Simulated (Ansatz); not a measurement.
Functionals compared on the (100) surface of zinc-blende GaN (a metastable polymorph) in its 1x1 cell (cut with top plane N, bottom plane N), relaxed from an ideal cut (the real face may reconstruct), outermost plane spacing 1.14 Å in the ideal cut (one of several cuts of this face), with 1 N a cell over the bulk's ratio, in Ansatz (plane waves, PAW). The structure was relaxed with PBE; the other rows are single points on it, each with its references at the same level. Cutoff 420 eV (500 eV for r2SCAN).

Model: 11-atom slab, Ga5N6, 11.4 Å thick at the start, 8x8x1 mesh, Fermi-Dirac 0.025 eV, dipole correction, all atoms relaxed; symmetry of the start imposed; spin-polarised from one start with parallel moments (other orders not tried), ending with about 3.0 μB a cell, a value that depends on the mesh; orders that need a larger cell were not tried, no spin-orbit, no U. The slab shows no gap over 0.04 eV on its mesh. These notes are the PBE run's. r2SCAN: The program's check for a lower electronic state was not made.

```
functional  work function of the top face (eV)  ionisation potential (eV)  rough cost of the single point
----------  ----------------------------------  -------------------------  ------------------------------
PBE                                       6.93                       7.48                               –
LDA                                       7.35                       7.79     very roughly 3 core-minutes
PBEsol                                    6.96                       7.49        roughly 110 core-seconds
RPBE                                      6.80                       7.34     very roughly 3 core-minutes
r2SCAN                                       ?                          ?          roughly 5 core-minutes
```

### Question
Some entries are withheld; supply them.

### Answer

- r2SCAN, work function of the top face (eV): 6.96
- r2SCAN, ionisation potential (eV): 7.61

Ansatz is a program for electronic structure.
